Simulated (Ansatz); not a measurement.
Consider TiAl (space group P4/mmm, No. 123; a = 2.797 Å, c = 4.032 Å).

One thing is altered: Hf takes the place of Al on all its sites; the structure is relaxed again.

Levels (all Ansatz, a program for electronic structure, PAW): PBEsol (420 eV, without spin-orbit coupling); PBEsol+SOC (420 eV, spin-orbit coupling included).

The geometry is relaxed with PBEsol.

| Quantity | Result |
|---|---|
| PBEsol pressure | 0.0 GPa |

Task: How does going to PBEsol+SOC change the pressure?

Result: The pressure goes from zero to -0.3 GPa.

Single points use the geometry relaxed with PBEsol. Differences between runs with and without spin-orbit coupling are approximate. Stability against distortions was not tested. As relaxed here, HfTi is a hypothetical phase, not in the database extracts checked. The runs without spin-orbit coupling are not spin-polarised. HfTi has a high density of states at the Fermi level and may be magnetic at this level.
